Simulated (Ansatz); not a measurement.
# HfN under a change: isotropic strain +0.90 %

Base system: HfN in the rock salt structure (space group Fm-3m, No. 225; a = 4.5261 Å; relaxed with 0.1 eV smearing).

It is then changed as follows: an isotropic linear strain of +0.90 %, atoms relaxed at fixed cell.

The values are results of Ansatz (a program for electronic structure) r2SCAN, without spin-orbit coupling, earlier PAW set, not measurements. Settings: 22×22×22 k-points, 0.1 eV Fermi–Dirac smearing.

The volume per atom goes up by 0.32 Å³ to 11.91 Å³ and the space group stays Fm-3m (No. 225). The shortest interatomic distance grows by 0.020 Å to 2.283 Å and the energy grows by 7.2 meV/atom. The band gap remains zero.

Final structure:

```xyz
2
Lattice="0.0000 2.2834 2.2834 2.2834 0.0000 2.2834 2.2834 2.2834 0.0000" Properties=species:S:1:pos:R:3 pbc="T T T"
N      0.0000     0.0000     0.0000
Hf     2.2834     2.2834     2.2834
```

No phonon test of stability was made. All final runs are without spin polarisation. An odd electron count without spin: HfN.
